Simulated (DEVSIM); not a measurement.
Structure: Pt/La2O3/p-Ge capacitor, at 300 K.

```
layer (left to right)  material  thickness (nm)  Na (cm⁻³)
---------------------  --------  --------------  ---------
1                         La2O3            2.70          -
2                            Ge           11000     2.9e15
```

Metal gate on the left, work function 5.6 eV. Fixed charge at the semiconductor interface 0 cm⁻² (in units of +e); no interface traps.

Constants are typed, rounded textbook-type inputs, not results; the design itself was drawn at random and stands for no fabricated device. Values at 300 K.

```tsv
parameter	La2O3	Ge
gap (eV)	5.8	0.664
affinity (eV)	1.8	4
permittivity	27	16
Nc (cm⁻³)	-	1.04e19
Nv (cm⁻³)	-	6e18
```

DEVSIM, 1D Poisson equation in equilibrium, Boltzmann statistics, complete ionisation; no quantum confinement or tunnelling. Metal contacts follow the ideal Schottky-Mott rule: no Fermi-level pinning, no interface dipoles.

The substrate doping was swept, all else fixed.

```
substrate doping (cm^-3)  flat-band voltage (V)  minimum of the low-frequency capacitance (μF/cm²)  threshold voltage (band bending 2φF) (V)
------------------------  ---------------------  -------------------------------------------------  ----------------------------------------
1.4e14                                     1.21                                                  ?                                         ?
2.9e14                                     1.19                                             0.0251                                      1.33
5.8e14                                     1.17                                             0.0290                                      1.35
1.4e15                                     1.15                                             0.0380                                      1.37
2.9e15                                     1.13                                             0.0495                                      1.39
5.8e15                                     1.12                                             0.0615                                      1.41
```

Complete the blanks.


- 1.4e14, minimum of the low-frequency capacitance (μF/cm²): 0.0232
- 1.4e14, threshold voltage (band bending 2φF) (V): 1.31
